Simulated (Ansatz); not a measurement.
# Pressure series in AlN

Consider AlN in the zinc blende structure (space group F-43m, No. 216; a = 4.4032 Å).

Cell and atoms are relaxed at each pressure.

Computed with Kohn–Sham DFT with the PBE functional, run in Ansatz (a program for electronic structure) with PAW and 420 eV plane waves, without spin-orbit coupling.

```
P (GPa)  V (Å³/atom)
-------  -----------
-2.00         10.785
-1.00         10.727
0.90          10.622
2.10          10.558
4.50          10.435
9.00          10.223
22.50          9.687
30.00          9.439
```

Problem. Fit a third-order Birch–Murnaghan equation of state.

Solution. Least squares on P(V) = (3B₀/2)[(V₀/V)^(7/3) − (V₀/V)^(5/3)]·[1 + (3/4)(B₀′ − 4)((V₀/V)^(2/3) − 1)] gives V₀ = 10.67 Å³/atom, B₀ = 193 GPa and B₀′ = 3.9.

Between the base and pressure 22.5 GPa the gap moves from 3.31 eV to 3.36 eV, a mean slope of 2.1 meV/GPa.

Load acts through the strain it causes; cell and atoms are relaxed under it. No phonon test of stability was made. Tetrahedral semiconductors of this kind turn to denser phases somewhere between about 1 and 50 GPa; those were not computed, so compressed cells here can lie past the real transition. This is not the structure that AlN has at room temperature and ambient pressure.
